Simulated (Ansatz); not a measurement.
Band structure of Mo₂C (P-3m1, 3 atoms in the cell).

```
CELL_PARAMETERS angstrom
      3.12573     0.00000     0.00000
     -1.56286     2.70696     0.00000
      0.00000     0.00000     4.74473
ATOMIC_POSITIONS crystal
  Mo 0.33333 0.66667 0.24977
  Mo 0.66667 0.33333 0.75023
  C  0.00000 0.00000 0.50000
```

Method of the run: PBEsol, PAW files made with PBE (plane waves; Ansatz, a quantum-chemistry and plane-wave program).

Settings: basis.ecutwfc = 420 eV; kpoints.mp_grid.grid = 14 14 8; hamiltonian.xc = pbesol; hamiltonian.pseudopotentials = {kind: paw} (an earlier, softer set of the program's PAW files); scf.occupations.method = gaussian; scf.occupations.width = 0.1 eV; kpoints.band_path.npoints = 8.

The starting cell comes from a database of computed structures (which also holds hypothetical and non-ambient phases and stackings), without a prior relaxation at this level. Its lattice was rescaled by a random factor within 2.5 % of one. Spin polarisation is off.

Levels in eV from the Fermi level, bands 13 to 19:
```csv
point,13,14,15,16,17,18,19
Γ,-2.50,-1.15,-1.13,-1.13,-0.96,-0.96,0.52
M,-4.40,-2.50,-1.18,1.04,1.78,2.31,2.31
K,-3.40,-2.78,-2.78,1.37,1.37,1.68,1.77
A,-2.41,-1.90,-1.88,-1.88,0.66,0.66,1.19
L,-3.31,-1.77,-1.44,-0.36,0.66,1.36,1.83
H,-2.30,-2.00,-2.00,-0.45,0.43,0.43,2.91
```

Bands cross the Fermi level along this path, so the cell is metallic at this level.

Keys are those of Ansatz 0.2.
